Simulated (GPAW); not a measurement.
# σxx against uniaxial strain in fcc Pt (space group 225): C11 (GPAW, PBEsol)

```
Pt
1.0
    0.00000     1.95851     1.95851
    1.92913     0.00000     1.95851
    1.92913     1.95851     0.00000
Pt
1
Direct
  0.00000   0.00000   0.00000
```

Computed with PBEsol, GPAW PAW datasets PBEsol (made by gpaw-setup) (plane waves; GPAW). Settings: mode = pw; ecut = 585 eV; xc = PBEsol; kpts = 38 38 38; mesh shift (steps) = 0 0 0; occupations.name = fermi-dirac; occupations.width = 0.05 eV; nbands = -5; convergence.density = 1e-06 e/electron; convergence.energy = 1e-06 eV/electron; symmetry.symmorphic = false; symmetry.tolerance = 0.0005; maxiter = 100. The cell above is the first row's. The rows stretch one cube axis (x) by the strain ε and hold the other two. Stress is positive in tension. In all rows the k mesh is held.

```csv
ε (%),σxx (GPa)
-1.5,?
-1.0,-3.56
-0.5,-1.73
0.0,0.05
0.5,1.77
1.0,3.44
1.5,5.06
2.0,6.63
```

Fit σxx of the 7 rows that show it with a parabola. Least squares gives σxx = 0.046 + 3.5005·ε - 0.1048·ε². Residuals (row less fit): -0.001, 0.000, 0.004, 0.000, -0.002, -0.001, 0.002; standard error 0.003 (degrees of freedom: 4). The slope at ε = 0, 3.5005 GPa per cent, gives C11 ≈ 100 × 3.5005 = 350 GPa, for the static lattice.

Question: Estimate the missing σxx (ε = -1.5); what did the run itself give?

Answer: σxx = 0.046 + 3.5005 × (-1.5) - 0.1048 × (-1.5)² = -5.441 GPa. The calculation gives -5.44 GPa, which the fit meets to the printed digits. The row lies outside the fitted rows, so this is an extrapolation.

Carrying the step between the two nearest rows on in a straight line would have given -5.39, off by 0.05; series whose last step already gives the withheld value aren't shown. The reference cell has the volume at which an earlier scan in this program and functional put its minimum by a fit. The unstrained cell stands at a pressure of -0.05 GPa, and the constants belong to that pressure. Spin polarisation is off. Spin-orbit coupling is off. Without a gap such slopes are sensitive to mesh and smearing. Cutoffs and mesh are single choices, not tested for convergence of this quantity. Series with a scatter that would blur these digits, or in which a gap closes, are not shown. Strain series were run only where this level's volume lies within 10 % of a first guess from the measured size.
